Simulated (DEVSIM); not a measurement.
Device: Ru/La2O3/n-Si capacitor, at 300 K.

```csv
layer (left to right),material,thickness (nm),Nd (cm⁻³)
1,La2O3,19.0,-
2,Si,2600,4.9e16
```

Metal gate on the left, work function 4.7 eV. Fixed charge at the semiconductor interface 0 cm⁻² (in units of +e); interface traps 1e11 cm⁻² eV⁻¹, uniform in energy, neutral level at 0.7 of the gap above the valence band.

This is a model device: material constants are rounded textbook-type values typed into the input, and sizes, dopings and lifetimes were drawn at random. Values at 300 K.

| parameter | La2O3 | Si |
|---|---|---|
| gap (eV) | 5.8 | 1.124 |
| affinity (eV) | 1.8 | 4.05 |
| permittivity | 27 | 11.7 |
| Nc (cm⁻³) | - | 2.86e19 |
| Nv (cm⁻³) | - | 3.1e19 |

Model (solved in DEVSIM): 1D Poisson equation in equilibrium, Boltzmann statistics, complete ionisation; no quantum confinement or tunnelling. Metal contacts follow the ideal Schottky-Mott rule: no Fermi-level pinning, no interface dipoles.

Give the band bending (positive: bands bend down) and minority sheet density.


```json
[
 {"Vg (V)": "-0.9", "ψs (V)": "-0.958", "minority carriers (cm⁻²)": "2.5e12"},
 {"Vg (V)": "-0.6", "ψs (V)": "-0.904", "minority carriers (cm⁻²)": "6.1e11"},
 {"Vg (V)": "-0.3", "ψs (V)": "-0.696", "minority carriers (cm⁻²)": "3.0e8"},
 {"Vg (V)": "0", "ψs (V)": "-0.419", "minority carriers (cm⁻²)": "< 1e8"},
 {"Vg (V)": "0.3", "ψs (V)": "-0.150", "minority carriers (cm⁻²)": "< 1e8"},
 {"Vg (V)": "0.6", "ψs (V)": "0.064", "minority carriers (cm⁻²)": "< 1e8"},
 {"Vg (V)": "0.9", "ψs (V)": "0.145", "minority carriers (cm⁻²)": "< 1e8"}
]
```
